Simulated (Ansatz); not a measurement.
We consider white tin (β-Sn), described by PBE+SOC in Ansatz (PAW).

Settings: plane-wave cutoff 520 eV, 20×20×20 k mesh, Fermi–Dirac smearing 0.05 eV, PAW data made under PBE.

Computed at the level's own relaxed cell.

Estimate the pressure derivative B′ of the bulk modulus, volume per atom, bulk modulus B0 and equilibrium lattice constant a that the calculation returns.


- pressure derivative B′ of the bulk modulus = 4.9
- volume per atom = 28.41 Å³/atom
- bulk modulus B0 = 47.3 GPa
- equilibrium lattice constant a = 5.947 Å

The run finds no gap.

Measured, for comparison: bulk modulus 57.0 GPa (temperature not stated, not corrected to a static lattice; as tabulated in Chen et al. (2023), arXiv:2209.05059); lattice constant a 5.831 Å (293 K, not corrected to a static lattice; as tabulated in Wikipedia's data pages). Computed (rounded) less measured: bulk modulus -17 %, lattice constant a +2.0 %.

Note: the bulk modulus comes from volumes at which shape and atoms were relaxed.

Computing time: very roughly 60 core-minutes.

Ansatz is an electronic-structure program.
